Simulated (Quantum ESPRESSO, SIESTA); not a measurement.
A Quantum ESPRESSO input for a self-consistent single point of Sc3SnB (Pm-3m, 5 atoms in the cell) (DFT, LDA (PW92), plane waves, PseudoDojo standard norm-conserving (LDA) pseudopotentials):

```fortran
&CONTROL
  calculation = 'scf',
  prefix = 'Sc3SnB',
  outdir = './tmp/',
  pseudo_dir = './',
  tprnfor = .true.,
  tstress = .true.,
/
&SYSTEM
  ibrav = 0,
  nat = 5,
  ntyp = 3,
  ecutwfc = 80,
  occupations = 'smearing',
  smearing = 'fd',
  degauss = 0.0073499,
/
&ELECTRONS
  conv_thr = 1e-10,
/
ATOMIC_SPECIES
Sc    44.9559  Sc.upf
Sn   118.7100  Sn.upf
B     10.8100  B.upf
CELL_PARAMETERS {bohr}
   8.6377963862     0.0000000000     0.0000000000
   0.0000000000     8.6377963862     0.0000000000
   0.0000000000     0.0000000000     8.6377963862
ATOMIC_POSITIONS {angstrom}
Sc    2.2854625000    0.0000000000    2.2854625000
Sc    0.0000000000    2.2854625000    2.2854625000
Sc    2.2854625000    2.2854625000    0.0000000000
Sn    0.0000000000    0.0000000000    0.0000000000
B     2.2854625000    2.2854625000    2.2854625000
K_POINTS {automatic}
6 6 6  0 0 0
```

**Question.** Write the same calculation as an input for SIESTA.

**Answer.** One input that does it (others would too):

```
# files in the folder: Sc.psml Sn.psml B.psml (PseudoDojo LDA standard)
SystemName  Sc3SnB
SystemLabel siesta

NumberOfAtoms                5
NumberOfSpecies              3
%block ChemicalSpeciesLabel
  1 21 Sc
  2 50 Sn
  3 5 B
%endblock ChemicalSpeciesLabel
LatticeConstant              1.0 Ang
%block LatticeVectors
     4.570925000    0.000000000    0.000000000
     0.000000000    4.570925000    0.000000000
     0.000000000    0.000000000    4.570925000
%endblock LatticeVectors
AtomicCoordinatesFormat      Ang
%block AtomicCoordinatesAndAtomicSpecies
     2.285462500    0.000000000    2.285462500  1
     0.000000000    2.285462500    2.285462500  1
     2.285462500    2.285462500    0.000000000  1
     0.000000000    0.000000000    0.000000000  2
     2.285462500    2.285462500    2.285462500  3
%endblock AtomicCoordinatesAndAtomicSpecies

XC.functional                LDA
XC.authors                   PW92
PAO.BasisSize                DZP
PAO.EnergyShift              0.01 Ry
MeshCutoff                   300 Ry
%block kgrid.MonkhorstPack
    6   0   0  0.0
    0   6   0  0.0
    0   0   6  0.0
%endblock kgrid.MonkhorstPack
OccupationFunction           FD
ElectronicTemperature        1160.45 K

MaxSCFIterations             150
SCF.Mixer.Method             Pulay
SCF.Mixer.Weight             0.2
SCF.Mixer.History            8
SCF.DM.Tolerance             1.0E-05
Diag.ParallelOverK           true
WriteForces                  true
```

Basis settings and potentials, where a program has them, do not carry over. This input uses DFT, LDA PW92, numerical atomic orbitals DZP, PseudoDojo LDA standard norm-conserving potentials (rewritten from UPF to PSML). LDA parametrisations can differ slightly between programs. Both were run: pressure -1.16 GPa in Quantum ESPRESSO and -1.91 in SIESTA.

On Quantum ESPRESSO: the starting cell comes from a database of computed structures (which also holds hypothetical and non-ambient phases and stackings), without a prior relaxation at this level. Its lattice was rescaled by a random factor within 2.5 % of one. For this run, on top of that: lattice scaled by 0.98.

On SIESTA: the starting cell comes from a database of computed structures (which also holds hypothetical and non-ambient phases and stackings), without a prior relaxation at this level. Its lattice was rescaled by a random factor within 2.5 % of one. For this run, on top of that: lattice scaled by 0.98. Values carry the incompleteness of an atom-centred basis.
